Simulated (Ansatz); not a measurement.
Start from Ta₂O₅ (space group Pmmm, No. 47; a = 3.670 Å, b = 3.859 Å, c = 6.433 Å; a cell from a computed database, its experimental status unchecked).

One thing is altered: an isotropic linear strain of −5.24 %; the atoms relax in the strained cell.

Levels (all Ansatz, a program for electronic structure, PAW): PBEsol (420 eV, scalar-relativistic without spin-orbit coupling); r2SCAN (500 eV, no SOC).

The geometry is relaxed with PBEsol.

```
Quantity                              Value
--------------------------  ---------------
PBEsol smallest direct gap          0.90 eV
PBEsol gap character        indirect, R → X
PBEsol pressure                   55.48 GPa
PBEsol band gap                     0.58 eV
```

With r2SCAN at the same geometry, the smallest direct gap rises by 0.46 eV to 1.36 eV; the gap character stays indirect, R → X; the pressure increases by 1.76 GPa, from 55.48 GPa to 57.24 GPa; the band gap goes up by 0.403 eV to 0.99 eV.

Single points use the geometry relaxed with PBEsol. Their cutoffs differ, which shifts pressures a little. Spin-orbit coupling, missing from the scalar runs, can matter with Ta. Stability against distortions was not tested.
